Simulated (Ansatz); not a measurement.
## A computed series for hypothetical zinc blende TlBr: pressure series

Consider TlBr in the zinc blende structure (space group F-43m, No. 216; a hypothetical phase, not in the database extracts checked).

```xyz
2
Lattice="0.0000 3.7519 3.7519 3.7519 0.0000 3.7519 3.7519 3.7519 0.0000" Properties=species:S:1:pos:R:3 pbc="T T T"
Br     5.6278     5.6278     5.6278
Tl     0.0000     0.0000     0.0000
```

Cell and atoms are relaxed at each pressure.

Computed with Kohn–Sham DFT with the PBE functional, run in Ansatz (a quantum-chemistry and plane-wave program) with PAW and 420 eV plane waves, spin-orbit coupling left out, earlier PAW set.

For the base:

The band gap is 2.96 eV.

Question: The aim is a band gap between 2.39 eV and 2.68 eV. Which of these changes reaches it?
A) pressure −1 GPa
B) pressure 30 GPa
C) pressure 3 GPa
D) pressure 15 GPa
E) pressure 50 GPa

Answer: C, pressure 3 GPa. It gives 2.54 eV; pressure −1 GPa gives 3.11 eV; pressure 50 GPa gives zero; pressure 30 GPa gives 0.53 eV; pressure 15 GPa gives 1.42 eV. Changes not listed may reach it too

A case with no gap was solved on a k-mesh chosen for an insulator, which is coarse for it. With Tl present, leaving out spin-orbit coupling can change the band edges. Load acts through the strain it causes; cell and atoms are relaxed under it. Stability against distortions was not tested. Competing high-pressure phases were not computed. The final runs are not spin-polarised. A zero or small gap of TlBr under pressure 50 GPa can be the functional's error rather than a property of the material.
